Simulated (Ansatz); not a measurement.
The starting structures come from a database of crystals and need not be the phases stable at ambient conditions.

Evanescent states of Ca(ZnP)₂ (P-3m1, not sure to be the ambient phase, 5 atoms a cell, 19.0 Å³ an atom) along the normal of (100)

All values below come from r2SCAN (plane waves, PAW; Ansatz, a program for electronic structure).

The gap is the functional's own, uncorrected, and κ follows it; spin-orbit coupling is left out. Mid-gap values are interpolated between the computed energies.

Energies count from the valence-band top; κ is the least over a 8×6 mesh across the current.

```json
[
 {"E (eV)": "0.04", "κ (1/Å)": "0.032", "where": "Γ"},
 {"E (eV)": "0.10", "κ (1/Å)": "0.055", "where": "Γ"},
 {"E (eV)": "0.17", "κ (1/Å)": "0.070", "where": "Γ"},
 {"E (eV)": "0.24", "κ (1/Å)": "0.081", "where": "Γ"},
 {"E (eV)": "0.32", "κ (1/Å)": "0.090", "where": "Γ"},
 {"E (eV)": "0.39", "κ (1/Å)": "0.098", "where": "Γ"},
 {"E (eV)": "0.46", "κ (1/Å)": "0.105", "where": "Γ"},
 {"E (eV)": "0.53", "κ (1/Å)": "0.111", "where": "Γ"},
 {"E (eV)": "0.59", "κ (1/Å)": "0.116", "where": "Γ"},
 {"E (eV)": "0.67", "κ (1/Å)": "0.121", "where": "Γ"},
 {"E (eV)": "0.73", "κ (1/Å)": "0.124", "where": "off Γ"},
 {"E (eV)": "0.81", "κ (1/Å)": "0.113", "where": "off Γ"},
 {"E (eV)": "0.88", "κ (1/Å)": "0.100", "where": "off Γ"},
 {"E (eV)": "0.94", "κ (1/Å)": "0.085", "where": "off Γ"},
 {"E (eV)": "1.01", "κ (1/Å)": "0.066", "where": "off Γ"},
 {"E (eV)": "1.08", "κ (1/Å)": "0.035", "where": "off Γ"}
]
```

Problem. How thick must the barrier be to attenuate the transmission by 10^4 when the electrodes' Fermi level lies at 0.88 eV, and what attenuation does that film give at 0.24 eV?

Solution. d = 4 ln 10 / (2 × 0.100) = 46.1 Å. At 0.24 eV it gives 4 × 0.081/0.100 = 3.2 decades.
